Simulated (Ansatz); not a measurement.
Here is the system:

```
CELL_PARAMETERS angstrom
      4.25776     0.00000     0.00000
      2.12888     3.68733     0.00000
      2.12888    -1.22911     4.01260
ATOMIC_POSITIONS crystal
  Bi 0.51324 0.24338 0.73015
  Bi 0.48676 0.75662 0.26985
```

No spin polarisation.

Computed with Ansatz (a quantum-chemistry and plane-wave program) PBEsol-D3(BJ), scalar-relativistic without spin-orbit coupling. Settings: 16×16×16 k-points, 0.1 eV Fermi–Dirac smearing.

Question: Predict the in-plane stress and band gap.

Answer: The mean in-plane stress (compression positive) is +1.6 GPa. The band gap comes out as zero.

The cells carry an imposed strain or load. Stability against distortions was not tested. The cell was made from Bi in the A7 type structure (space group R-3m, No. 166) by this change: biaxial strain −4.80 %, plane normal [001], relaxed out of plane.
